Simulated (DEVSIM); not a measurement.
Device: abrupt GaAs p-n junction, at 400 K.

```
layer (left to right)  material  thickness (μm)  Nd (cm⁻³)  Na (cm⁻³)  τn (s)  τp (s)
---------------------  --------  --------------  ---------  ---------  ------  ------
1                          GaAs           0.410          -     4.1e17  1.2e-8  1.2e-8
2                          GaAs            2.20     1.8e15          -  1.2e-8  1.2e-8
```

Left contact: ohmic. Right contact: ohmic. Voltage is applied to the left contact. Recombination: SRH at mid-gap, radiative, Auger. Mobility is μmin + (μ − μmin)/(1 + (N/Nref)^α).

This is a model device: material constants are rounded textbook-type values typed into the input, and sizes, dopings and lifetimes were drawn at random. Values at 300 K; Nc and Nv go as T^1.5, mobilities as T to minus their exponent, the gap by Varshni's rule with the affinity fixed.

```csv
parameter,GaAs
gap (eV),1.424
affinity (eV),4.07
permittivity,12.9
Nc (cm⁻³),4.7e17
Nv (cm⁻³),9e18
μn (cm²/Vs),8500
μp (cm²/Vs),400
"μn,min",500
"μp,min",20
"Nref,n",6e16
"Nref,p",1.5e17
αn,0.39
αp,0.38
T exponent of μn,2.1
T exponent of μp,2.2
B (cm³/s),2e-10
Cn (cm⁶/s),1e-30
Cp (cm⁶/s),1e-30
Varshni α (eV/K),0.000541
Varshni β (K),204
```

Simulated with DEVSIM: 1D drift-diffusion, Boltzmann statistics, complete ionisation; no tunnelling, impact ionisation, image-force lowering or self-heating.

Question: Tabulate band edges, carrier densities and field at 1.05 V on the left contact.

Answer: Energies count from the Fermi level of the right contact; mesh points crowd at the junctions.

| x (μm) | Ec (eV) | Ev (eV) | n (cm⁻³) | p (cm⁻³) | field (V/cm) |
|---|---|---|---|---|---|
| 0.000 | 0.206 | -1.171 | 110 | 4.1e17 | 34 |
| 0.01787 | 0.206 | -1.171 | 5.4e13 | 4.1e17 | 34 |
| 0.04478 | 0.206 | -1.171 | 1.4e14 | 4.1e17 | 34 |
| 0.09193 | 0.206 | -1.171 | 2.8e14 | 4.1e17 | 34 |
| 0.2004 | 0.207 | -1.171 | 6.0e14 | 4.1e17 | 34 |
| 0.2864 | 0.207 | -1.170 | 8.5e14 | 4.1e17 | 34 |
| 0.3461 | 0.207 | -1.170 | 1.0e15 | 4.1e17 | 21 |
| 0.3895 | 0.205 | -1.173 | 1.2e15 | 3.8e17 | -3300 |
| 0.4084 | 0.180 | -1.197 | 2.6e15 | 1.9e17 | -31000 |
| 0.4235 | 0.143 | -1.234 | 7.8e15 | 6.3e16 | -16000 |
| 0.4521 | 0.117 | -1.260 | 1.7e16 | 2.9e16 | -4500 |
| 0.5221 | 0.107 | -1.270 | 2.2e16 | 2.1e16 | -76 |
| 0.6150 | 0.108 | -1.269 | 2.1e16 | 2.0e16 | 170 |
| 0.7868 | 0.112 | -1.266 | 2.0e16 | 1.8e16 | 190 |
| 1.209 | 0.121 | -1.257 | 1.6e16 | 1.4e16 | 240 |
| 1.750 | 0.136 | -1.241 | 1.1e16 | 8.9e15 | 360 |
| 2.108 | 0.152 | -1.225 | 7.2e15 | 5.5e15 | 550 |
| 2.333 | 0.167 | -1.210 | 4.9e15 | 3.3e15 | 880 |
| 2.488 | 0.185 | -1.192 | 3.1e15 | 1.7e15 | 1500 |
| 2.547 | 0.195 | -1.183 | 2.4e15 | 9.8e14 | 1800 |
| 2.585 | 0.202 | -1.176 | 2.0e15 | 4.3e14 | 1900 |
| 2.610 | 0.207 | -1.171 | 1.8e15 | 25000 | 2000 |
